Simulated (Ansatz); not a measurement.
Density of states of SnO2 (P4_2/mnm) above the conduction band minimum, PBEsol, rigid bands (Ansatz, a program for electronic structure); cell volume 73.1 Å³.

(energy from edge (eV), 10⁻³ states/eV/cell): (0.006, 2.52); (0.031, 6.84); (0.056, 9.50); (0.081, 11.7); (0.106, 13.6); (0.131, 15.8); (0.156, 17.9); (0.181, 19.6); (0.206, 21.6); (0.231, 23.4); (0.256, 24.7); (0.281, 26.2); (0.319, 29.4); (0.344, 31.7); (0.369, 33.1); (0.394, 35.3); (0.419, 37.1); (0.444, 39.1); (0.469, 40.4); (0.494, 42.4); (0.519, 44.4); (0.544, 46.7); (0.569, 48.3); (0.594, 50.6)

Problem. What effective density of states at 300 K does this give (∫ g(E) exp(−E/k_BT) dE, both spins, divided by the cell's size)?

Solution. 1.9e18 cm⁻³, a density-of-states mass of 0.180 mₑ, valleys and band degeneracy included.

Spin-orbit coupling is left out. Geometry: cell and atoms relaxed with PBEsol.
